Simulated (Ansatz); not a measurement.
Start from Be in the hcp (Mg type) structure (space group P6_3/mmc, No. 194; relaxed with 0.1 eV smearing).

```xyz
2
Lattice="2.2627 0.0000 0.0000 -1.1314 1.9596 0.0000 0.0000 0.0000 3.5664" Properties=species:S:1:pos:R:3 pbc="T T T"
Be     1.1314     0.6532     2.6748
Be     0.0000     1.3064     0.8916
```

All numbers come from Ansatz (a quantum-chemistry and plane-wave program) PBE, without spin-orbit coupling.

Strains are applied to the cell and any free atomic positions relax.

One change was made to it. Results:

```json
[
 {"quantity": "pressure (mean of the normal stresses, compression positive)", "base": "0.0 GPa", "after": "-5.1 GPa"},
 {"quantity": "energy relative to the base (free energy F)", "base": "0 meV/atom", "after": "+6.0 meV/atom"},
 {"quantity": "band gap", "base": "zero", "after": "zero"}
]
```

What was done to the base?
(A) isotropic strain +1.50 %
(B) isotropic strain +0.50 %
(C) isotropic strain −2.50 %
(D) isotropic strain +2.00 %
(E) isotropic strain −1.00 %

A, isotropic strain +1.50 %. For comparison, the energy relative to the base in the other runs: isotropic strain −2.50 % gives +18 meV/atom; isotropic strain +0.50 % gives +0.7 meV/atom; isotropic strain +2.00 % gives +10 meV/atom; isotropic strain −1.00 % gives +2.8 meV/atom.

No phonon test of stability was made.
